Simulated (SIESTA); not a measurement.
A self-consistent single point of TiPt3 (P6_3/mmc, 8 atoms in the cell) with SIESTA.

Computed with GGA PBEsol, numerical atomic orbitals DZP, PseudoDojo PBEsol standard norm-conserving potentials (rewritten from UPF to PSML) run with SIESTA.

```xyz
8
Lattice="5.6695 0.0000 0.0000 -2.8348 4.9100 0.0000 0.0000 0.0000 4.5680" Properties=species:S:1:pos:R:3 pbc="T T T"
Ti     0.0000     3.2733     3.4260
Ti     2.8348     1.6367     1.1420
Pt     0.0000     1.6419     1.1420
Pt     2.8348     3.2680     3.4260
Pt     4.2476     0.8210     3.4260
Pt    -1.4128     4.0890     1.1420
Pt     1.4128     4.0890     1.1420
Pt     1.4220     0.8210     3.4260
```

Reference input (self-consistent single point, DFT, LDA PW92, numerical atomic orbitals DZP, PseudoDojo LDA standard norm-conserving potentials (rewritten from UPF to PSML)): XC.functional = LDA; XC.authors = PW92; potentials = PseudoDojo LDA standard; PAO.BasisSize = DZP; PAO.EnergyShift = 0.005 Ry; MeshCutoff = 300 Ry; kgrid.MonkhorstPack = 5 5 5; OccupationFunction = MP; OccupationMPOrder = 0; ElectronicTemperature = 1160.45 K; MaxSCFIterations = 150; SCF.Mixer.Method = Broyden. This run's input differs from it in these lines:

```diff
@@ -1,2 +1,2 @@
-# files in the folder: Ti.psml Pt.psml (PseudoDojo LDA standard)
+# files in the folder: Ti.psml Pt.psml (PseudoDojo PBEsol standard)
 SystemName  TiPt3
@@ -28,4 +28,4 @@
 
-XC.functional                LDA
-XC.authors                   PW92
+XC.functional                GGA
+XC.authors                   PBEsol
 PAO.BasisSize                DZP
```

Output (repeated stretches shortened):

```
        iscf     Eharris(eV)        E_KS(eV)     FreeEng(eV)     dDmax    Ef(eV) dHmax(eV)
   scf:    1   -24211.181621   -24446.089598   -24446.134578  1.225594 -1.955755 24.679867
   scf:    2   -24314.697059   -24498.679296   -24498.689997  1.512661 -3.409857 28.082307
   scf:    3   -24553.873537   -24530.437152   -24530.454772  0.297202 -3.287153 16.027672
   scf:    4   -23010.607420   -24073.117133   -24073.176625  0.956401 -4.331139 77.543817
   scf:    5   -24489.712220   -24541.585104   -24541.599243  0.886565 -3.703140  7.302108
   [... 9 lines left out ...]
   scf:   15   -24545.001683   -24545.001685   -24545.014965  0.000039 -3.848853  0.000264
   scf:   16   -24545.001685   -24545.001685   -24545.014965  0.000022 -3.848926  0.000152
   scf:   17   -24545.001685   -24545.001685   -24545.014965  0.000012 -3.848966  0.000106
   scf:   18   -24545.001685   -24545.001685   -24545.014965  0.000008 -3.848986  0.000075
SCF Convergence by DM+H criterion
max |DM_out - DM_in|         :     0.0000076038
max |H_out - H_in|      (eV) :     0.0000745870
SCF cycle converged after 18 iterations

Using DM_out to compute the final energy and forces

siesta: E_KS(eV) =           -24545.0017

siesta: E_KS - E_eggbox =    -24545.0017

siesta: Atomic forces (eV/Ang):
     1   -0.000012    0.000007   -0.000000
     2    0.000012   -0.000007   -0.000000
     3    0.000032   -0.029606    0.000000
     4   -0.000032    0.029606    0.000000
     5    0.025619   -0.014791    0.000000
     6   -0.025619    0.014791    0.000000
     7    0.025656    0.014776    0.000000
     8   -0.025656   -0.014776    0.000000
   Tot    0.000000    0.000000    0.000000
   Max    0.029606
   Res    0.014799    sqrt( Sum f_i^2 / 3N )
   Max    0.029606    constrained

   [... lines left out ...]
siesta: FreeEng =    -24545.014965
   [... lines left out ...]
siesta:     0.101408    0.000046    0.000000
siesta:     0.000046    0.101461    0.000000
siesta:     0.000000    0.000000    0.098091

siesta: Cell volume =        127.161755 Ang**3

siesta: Pressure (static):
siesta:                Solid            Molecule  Units
siesta:          -0.00109262         -0.00110089  Ry/Bohr**3
siesta:          -0.10031998         -0.10107884  eV/Ang**3
siesta:        -160.73032279       -161.94616183  kBar
```

The run converged in 18 iterations. Against the reference run the pressure goes from -20.79 to -16.07 GPa and the largest force goes from 0.025 to 0.030 eV/Å.

The starting cell comes from a database of computed structures (which also holds hypothetical and non-ambient phases and stackings), without a prior relaxation at this level. Its lattice was rescaled by a random factor within 2.5 % of one. Spin polarisation is off. Values carry the incompleteness of an atom-centred basis. With a pressure of about -16 GPa the cell is away from its equilibrium volume at this level.

Cost on one core of a shared machine: roughly 60 s.
